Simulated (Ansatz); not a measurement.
# Cu (Fm-3m): band-structure transport figures

Here is the system:

```xyz
1
Lattice="0.0000 1.7822 1.7822 1.7822 0.0000 1.7822 1.7822 1.7822 0.0000" Properties=species:S:1:pos:R:3 pbc="T T T"
Cu     0.0000     0.0000     0.0000
```

Calculation: r2SCAN, rigid bands (plane waves, PAW, scalar-relativistic; Ansatz, a program for electronic structure). Condition of this run: functional r2SCAN on the same cell. How the cell was made: cell and atoms relaxed with PBEsol.

```yaml
density of states at the Fermi level: 0.283 states/(eV·cell), both spins
bare Sommerfeld coefficient: 0.67 mJ/(mol of atoms·K²)
drude_plasma_energy: 9.3 eV
root-mean-square Fermi velocity: 1.2e6 m/s
resistivity times τ: 5.7 ×10⁻²² Ω·m·s
resistivity_times_mean_free_path: 6.5 ×10⁻¹⁶ Ω·m²
```

A metal at this level (no band gap); rigid bands, thermally averaged at 300 K, both spins. Spin-orbit coupling is left out. τ is one relaxation time for all states; the product of resistivity and mean free path takes one path for all states instead.
